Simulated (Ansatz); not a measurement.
The structure below was relaxed with r2SCAN (Ansatz, an electronic-structure program; PAW; 500 eV plane waves; scalar-relativistic without spin-orbit coupling), earlier PAW set.

```
TiSi2
1.0
    0.00000     2.96637     2.96637
    2.96637     0.00000     2.96637
    2.96637     2.96637     0.00000
Ti Si
1 2
Direct
  0.00000   0.00000   0.00000
  0.25000   0.25000   0.25000
  0.75000   0.75000   0.75000
```

Question: Find the space group and the Wyckoff positions.

Answer: Space group Fm-3m (No. 225); a = b = c = 5.9327 Å, α = β = γ = 90.00°

```csv
atom,site,symmetry,x,y,z
Ti,4a,m-3m,0.0000,0.0000,0.0000
Si,8c,-43m,0.2500,0.2500,0.2500
```

Question: Describe the coordination.

Answer: The crystal has 12 atoms in its conventional cell. Cell: a = b = c = 5.933 Å, α = β = γ = 90.00°. Ti is coordinated by 8 Si at 2.569 Å (cubic). Si sees 4 Ti at 2.569 Å (tetrahedral). (Neighbours: up to the widest gap in distance over summed covalent radii, below 1.35, at either atom; cation-cation and far metal-metal contacts left out.)

No phonon test of stability was made. The final runs are not spin-polarised. The cell was made from CoSi2 by this change: Co → Ti; the result is a hypothetical phase, not in the database extracts checked. TiSi2 has a high density of states at the Fermi level and may be magnetic at this level.
